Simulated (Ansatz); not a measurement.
Input:

```xyz
5
Lattice="3.9036 0.0000 0.0000 0.0000 3.9036 0.0000 0.0000 0.0000 3.9036" Properties=species:S:1:pos:R:3 pbc="T T T"
K      0.0000     0.0000     0.0000
Ta     1.9518     1.9518     1.9518
O      1.9518     0.0000     1.9518
O      0.0000     1.9518     1.9518
O      1.9518     1.9518     0.0000
```

No spin polarisation.

Calculations: PBE (Ansatz, an electronic-structure program), no SOC. Settings: 8×8×8 k-points, 0.05 eV Fermi–Dirac smearing.

Problem. Predict the smallest direct gap and gap character.

Solution. The smallest direct gap comes out as 2.93 eV and the gap character is indirect, R → Γ.

With Ta present, leaving out spin-orbit coupling can change the band edges. The cells carry an imposed strain or load. No phonon test of stability was made. The cell was made from KTaO3 in the cubic perovskite structure (space group Pm-3m, No. 221) by this change: isotropic strain −3.00 %.
